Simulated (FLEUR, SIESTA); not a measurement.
A SIESTA input for a self-consistent single point of Co3ReB4 (Pm, 8 atoms in the cell) (DFT, GGA PBEsol, numerical atomic orbitals DZP, PseudoDojo PBEsol standard norm-conserving potentials (rewritten from UPF to PSML)):

```
# files in the folder: Co.psml Re.psml B.psml (PseudoDojo PBEsol standard)
SystemName  Co3ReB4
SystemLabel siesta

NumberOfAtoms                8
NumberOfSpecies              3
%block ChemicalSpeciesLabel
  1 27 Co
  2 75 Re
  3 5 B
%endblock ChemicalSpeciesLabel
LatticeConstant              4.125950 Ang
%block LatticeVectors
     1.000000000    0.000000000    0.000000000
     0.000000000    0.734848944    0.000000000
    -0.032323223    0.000000000    1.311988027
%endblock LatticeVectors
AtomicCoordinatesFormat      Ang
%block AtomicCoordinatesAndAtomicSpecies
     3.565494212    0.000000000    0.938973152  1
     1.490350833    1.515975000    1.732656096  1
     0.414544982    1.515975000    4.472708153  1
     2.511364352    0.000000000    3.676751666  2
     0.460205650    0.000000000    2.816973587  3
     1.507848351    0.000000000    0.242024038  3
     3.653671193    1.515975000    2.437616741  3
     2.366864427    1.515975000    5.335084567  3
%endblock AtomicCoordinatesAndAtomicSpecies

XC.functional                GGA
XC.authors                   PBEsol
PAO.BasisSize                DZP
PAO.EnergyShift              0.01 Ry
MeshCutoff                   400 Ry
%block kgrid.MonkhorstPack
    5   0   0  0.0
    0   7   0  0.0
    0   0   4  0.0
%endblock kgrid.MonkhorstPack
OccupationFunction           MP
OccupationMPOrder            0
ElectronicTemperature        50.0 meV

MaxSCFIterations             150
SCF.Mixer.Method             Pulay
SCF.Mixer.Weight             0.25
SCF.Mixer.History            6
SCF.DM.Tolerance             1.0E-04
Diag.ParallelOverK           true
WriteForces                  true
```

Write the same calculation as an input for FLEUR.

One input that does it (others would too):

Input of the input generator:

```
Co3ReB4
&input film=f /
7.7969155039 0.0000000000 0.0000000000
0.0000000000 5.7295551236 0.0000000000
-0.2520214349 0.0000000000 10.2294597886
1.0
1.0 1.0 1.0

8
27 0.8697700000 0.0000000000 0.1734600000
27 0.3715600000 0.5000000000 0.3200800000
27 0.1271800000 0.5000000000 0.8262600000
75 0.6306300000 0.0000000000 0.6792200000
5 0.1283600000 0.0000000000 0.5203900000
5 0.3669000000 0.0000000000 0.0447100000
5 0.9000900000 0.5000000000 0.4503100000
5 0.6055100000 0.5000000000 0.9855700000

&comp jspins=1 /
&exco xctyp='PBEs' /
&kpt div1=5 div2=7 div3=4 gamma=t /
&end /
```

```xml
<?xml version="1.0" encoding="UTF-8" standalone="no"?>
<fleurInput fleurInputVersion="0.39">
   <comment>
      Co3ReB4                                                                                             
   </comment>
   <calculationSetup>
      <cutoffs Kmax="4.3" Gmax="17.2" GmaxXC="17.2" numbands="0"/>
      <scfLoop itmax="80" minDistance="0.00001" maxIterBroyd="40" imix="Anderson" alpha="0.05" precondParam="0.0" spinf="2.0"/>
      <coreElectrons ctail="T" frcor="F" kcrel="0" coretail_lmax="0"/>
      <xcFunctional name="PBEs" relativisticCorrections="F"/>
      <magnetism jspins="1"/>
      <soc l_soc="F" theta="0.0" phi="0.0" spav="F"/>
      <expertModes spex="0" secvar="F"/>
      <geometryOptimization l_f="T" forcealpha="1.0" forcemix="BFGS" epsdisp="0.00001" epsforce="0.00001"/>
      <ldaU l_linMix="F" mixParam="0.05" spinf="1.0"/>
   </calculationSetup>
   <cell>
      <bzIntegration valenceElectrons="72.0" mode="gauss" fermiSmearingEnergy="0.00183747">
         <kPointListSelection listName="default-1"/>
         <!-- k-points included here -->
         <xi:include xmlns:xi="http://www.w3.org/2001/XInclude" href="kpts.xml"> </xi:include>
      </bzIntegration>
      <!-- symmetry operations included here -->
      <xi:include xmlns:xi="http://www.w3.org/2001/XInclude" href="sym.xml"> </xi:include>
      <bulkLattice scale="1.0">
         <bravaisMatrix>
            <row-1>    7.7969155039000002     0.0000000000000000     0.0000000000000000</row-1>
            <row-2>    0.0000000000000000     5.7295551236000000     0.0000000000000000</row-2>
            <row-3>   -0.2520214349000000     0.0000000000000000    10.2294597885999998</row-3>
         </bravaisMatrix>
      </bulkLattice>
   </cell>
   <atomSpecies>
      <species name="Cobalt (Co)" element="Co" atomicNumber="27">
         <mtSphere radius="2.05" gridPoints="707" logIncrement="0.017"/>
         <atomicCutoffs lmax="8" lnonsphr="6"/>
         <electronConfig flipSpins="F">
            <coreConfig>(1s1/2) (2s1/2) (2p1/2) (2p3/2) (3s1/2)</coreConfig>
            <valenceConfig>(3p1/2) (3p3/2) (4s1/2) (3d3/2) (3d5/2)</valenceConfig>
            <stateOccupation state="(3d3/2)" spinUp="1.4" spinDown="1.4"/>
            <stateOccupation state="(3d5/2)" spinUp="2.1" spinDown="2.1"/>
         </electronConfig>
         <energyParameters s="4" p="4" d="3" f="4"/>
         <lo type="SCLO" l="1" n="3" eDeriv="0"/>
      </species>
      <species name="Rhenium (Re)" element="Re" atomicNumber="75">
         <mtSphere radius="2.32" gridPoints="801" logIncrement="0.017"/>
         <atomicCutoffs lmax="10" lnonsphr="8"/>
         <electronConfig flipSpins="F">
            <coreConfig>(1s1/2) (2s1/2) (2p1/2) (2p3/2) (3s1/2) (3p1/2) (3p3/2) (4s1/2) (3d3/2) (3d5/2) (4p1/2) (4p3/2) (4d3/2) (4d5/2) (4f5/2) (4f7/2)</coreConfig>
            <valenceConfig>(5s1/2) (5p1/2) (5p3/2) (6s1/2) (5d3/2) (5d5/2)</valenceConfig>
            <stateOccupation state="(5d3/2)" spinUp="1.0" spinDown="1.0"/>
            <stateOccupation state="(5d5/2)" spinUp="1.5" spinDown="1.5"/>
         </electronConfig>
         <energyParameters s="6" p="6" d="5" f="5"/>
         <lo type="SCLO" l="0" n="5" eDeriv="0"/>
         <lo type="SCLO" l="1" n="5" eDeriv="0"/>
      </species>
      <species name="Boron (B)" element="B" atomicNumber="5">
         <mtSphere radius="1.61" gridPoints="555" logIncrement="0.018"/>
         <atomicCutoffs lmax="6" lnonsphr="4"/>
         <electronConfig flipSpins="F">
            <coreConfig>(1s1/2)</coreConfig>
            <valenceConfig>(2s1/2) (2p1/2) (2p3/2)</valenceConfig>
            <stateOccupation state="(2p1/2)" spinUp="0.1666666666667" spinDown="0.1666666666667"/>
            <stateOccupation state="(2p3/2)" spinUp="0.3333333333333" spinDown="0.3333333333333"/>
         </electronConfig>
         <energyParameters s="2" p="2" d="3" f="4"/>
      </species>
   </atomSpecies>
   <atomGroups>
      <atomGroup species="Cobalt (Co)">
         <relPos label="                   1">-.1302300000 .0000000000 .1734600000</relPos>
         <force calculate="T" relaxXYZ="TTT"/>
      </atomGroup>
      <atomGroup species="Cobalt (Co)">
         <relPos label="                   2">.3715600000 1.000/2.000 .3200800000</relPos>
         <force calculate="T" relaxXYZ="TTT"/>
      </atomGroup>
      <atomGroup species="Cobalt (Co)">
         <relPos label="                   3">.1271800000 1.000/2.000 -.1737400000</relPos>
         <force calculate="T" relaxXYZ="TTT"/>
      </atomGroup>
      <atomGroup species="Rhenium (Re)">
         <relPos label="                   4">-.3693700000 .0000000000 -.3207800000</relPos>
         <force calculate="T" relaxXYZ="TTT"/>
      </atomGroup>
      <atomGroup species="Boron (B)">
         <relPos label="                   5">.1283600000 .0000000000 -.4796100000</relPos>
         <force calculate="T" relaxXYZ="TTT"/>
      </atomGroup>
      <atomGroup species="Boron (B)">
         <relPos label="                   6">.3669000000 .0000000000 .0447100000</relPos>
         <force calculate="T" relaxXYZ="TTT"/>
      </atomGroup>
      <atomGroup species="Boron (B)">
         <relPos label="                   7">-.0999100000 1.000/2.000 .4503100000</relPos>
         <force calculate="T" relaxXYZ="TTT"/>
      </atomGroup>
      <atomGroup species="Boron (B)">
         <relPos label="                   8">-.3944900000 1.000/2.000 -.0144300000</relPos>
         <force calculate="T" relaxXYZ="TTT"/>
      </atomGroup>
   </atomGroups>
   <output dos="F" band="F" slice="F">
      <checks vchk="F" cdinf="F"/>
      <bandDOS minEnergy="-.5*Htr" maxEnergy="0.5*Htr" sigma="0.015" storeEVData="T"/>
      <vacuumDOS vacdos="F" integ="F" star="F" nstars="0" locx1="0.0" locy1="0.0" locx2="0.0" locy2="0.0" nstm="0" tworkf="0.0"/>
      <unfoldingBand unfoldBand="F" supercellX="1" supercellY="1" supercellZ="1"/>
      <plotting iplot="0" polar="F">
         <plot TwoD="T" vec1="  1.0  0.0  0.0" vec2="  0.0  1.0  0.0" vec3="  0.0  0.0  1.0" zero="  0.0  0.0  0.0" file="plot"/>
      </plotting>
      <chargeDensitySlicing numkpt="0" minEigenval="0.0" maxEigenval="0.0" nnne="0" pallst="F"/>
      <specialOutput eonly="F"/>
      <magneticCircularDichroism mcd="F" energyLo="-10.0" energyUp="0.0"/>
   </output>
  <!-- We include the file relax.xml here to enable relaxations (see documentation) -->
  <xi:include xmlns:xi="http://www.w3.org/2001/XInclude" href="relax.xml"> <xi:fallback/> </xi:include>
</fleurInput>
```

Basis, cutoffs, solver keys and any potentials are the target program's own. This input uses DFT, PBEsol, all-electron FLAPW (FLEUR), scalar-relativistic valence.

The starting cell comes from a database of computed structures (which also holds hypothetical and non-ambient phases and stackings), without a prior relaxation at this level.
